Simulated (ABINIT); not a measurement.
**A short convergence ladder for NbH (Cmme, 4 atoms in the cell)**

```
NbH
1.0
    1.83983    -2.38602     0.00000
    1.83983     2.38602     0.00000
    0.00000     0.00000     4.78982
Nb H
2 2
Cartesian
  1.83983  -1.19301   1.28769
  1.83983   1.19301   3.50212
  0.91991   0.00000   0.00000
  2.75974   0.00000   0.00000
```

Base method: LDA (PW92), PAW (JTH v2.0 LDA PAW) (plane waves; ABINIT).

Base settings: pseudos = [Nb.LDA_PW-JTH.xml, H.LDA_PW-JTH.xml]; ecut = 816 eV; pawecutdg = 1633 eV; pawxcdev = 0; occopt = 3; tsmear = 0.00367493 Ha; ngkpt = 5 5 3; nshiftk = 1; shiftk = 0 0 0; potentials = JTH v2.0 LDA PAW.

**The force threshold of a relaxation**

On NbH (Cmm2, 4 atoms in the cell): one atom moved by 0.15 angstrom.

In this ladder: ionmov = 2; ntime = 40.

The mesh stays at the base's, so the ladder's end is converged at best in this setting alone.

Only quantities that move along the ladder and can be compared are tabulated.

```tsv
tolmxf	free energy less the last step's (meV/atom)	largest force left (eV/Å)	relaxation steps
0.00389 Ha/bohr	0.36	0.1914	5
0.00194 Ha/bohr	0.06	0.0793	6
0.000972 Ha/bohr	0.00	0.0086	7
0.000583 Ha/bohr	0.00	0.0086	7
0.000389 Ha/bohr	0.00	0.0086	7
0.000194 Ha/bohr	0.00	0.0086	7
9.72e-05 Ha/bohr	0.00	0.0006	8
3.89e-05 Ha/bohr	0.00	0.0006	8
1.94e-05 Ha/bohr	0.00	0.0006	8
```

Coarsest tolmxf that holds the largest force left within 0.01 eV/Å of the last step, with all finer ones: 0.000972 Ha/bohr; the step before is off by 0.079 eV/Å.

Coarsest tolmxf that holds the free energy within 0.05 meV/atom of the last step, with all finer ones: 0.000972 Ha/bohr; the step before is off by 0.06 meV/atom.

On the base run: the starting cell comes from a database of computed structures (which also holds hypothetical and non-ambient phases and stackings), without a prior relaxation at this level. Its lattice was rescaled by up to half a per cent. Spin polarisation is off. In the base run, with a pressure of about -9 GPa the cell is away from its equilibrium volume at this level. Without a gap this mesh is coarse (it stands for a supercell whose shortest vector is 14 Å).
